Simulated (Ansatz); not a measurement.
End structure of a constructed model of the (111) surface of fcc Ag, a layer of Ta in place of the second plane (bottom of the slab: a bare face, its two planes held):

```xyz
6
Lattice="2.9334 0.0000 0.0000 -1.4667 2.5404 0.0000 0.0000 0.0000 28.5000" Properties=species:S:1:pos:R:3 pbc="T T T"
Ag     0.0000     1.6936     8.1123
Ag     1.4667     0.8468    10.5074
Ag     0.0000     0.0000    12.9108
Ag     0.0000     1.6936    15.3279
Ta     1.4667     0.8468    17.7646
Ag     0.0000     0.0000    20.1754
```

Model: 6-atom slab, 12.3 Å thick at the start with caps and adatoms (thin: gaps and levels are the slab's own), 15x15x1 mesh, Fermi-Dirac 0.1 eV, dipole correction, 2 atoms held, the rest relaxed; start symmetry kept, larger cells not searched; no spin, no spin-orbit, no U. In PBE it lies 0.15 eV a 1x1 cell over the lowest computed structure of the same composition (a layer of Ta in place of the third plane).

### Question
Give the work function of the top face at the level PBE (Ansatz, an electronic-structure program).

### Answer
4.01 eV
